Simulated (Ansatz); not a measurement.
# Effective masses and thermopower of SrC$_{2}$ (I4/mmm)

Input:

```
CELL_PARAMETERS angstrom
     -2.02499     2.02499     3.37218
      2.02499    -2.02499     3.37218
      2.02499     2.02499    -3.37218
ATOMIC_POSITIONS crystal
  Sr 0.00000 0.00000 0.00000
  C  0.40659 0.40659 0.00000
  C  0.59341 0.59341 0.00000
```

All values below come from PBEsol, rigid bands (plane waves, PAW, scalar-relativistic; Ansatz, a first-principles code). Cell: cell and atoms relaxed with PBEsol.

```json
{
 "band_gap": "1.42 eV",
 "electron conductivity mass (300 K, dilute)": "0.57 (x), 0.57 (y), 0.35 (z) mₑ",
 "hole conductivity mass (300 K, dilute)": "3.9 (x), 3.9 (y), 1.79 (z) mₑ",
 "effective density of states N_c (300 K)": "2.1e19 cm⁻³",
 "effective density of states N_v (300 K)": "2.8e20 cm⁻³",
 "density_of_states_mass_electrons": "0.89 mₑ",
 "density_of_states_mass_holes": "5.0 mₑ",
 "Seebeck coefficient, n-type 1e19 cm⁻³, 300 K": "-281 μV/K",
 "best n-type power factor at 300 K for τ = 10 fs (best axis; densities from 1e16 to 1e21 cm⁻³ tried, whether or not they can be reached)": "9.6 μW/(cm·K²) at 1e20 cm⁻³",
 "Seebeck coefficient, p-type 1e19 cm⁻³, 300 K": "503 μV/K"
}
```

Rigid bands; masses and Seebeck coefficients take one relaxation time τ for all states and one kind of carrier; polarons and phonon drag are left out. Spin-orbit coupling is left out; where it splits the top of the valence band, N_v and the p-type Seebeck coefficient come out somewhat high without it.

Formula and space group known from diffraction (Crystallography Open Database), not checked to be the room-temperature form: SrC2 (I4/mmm).
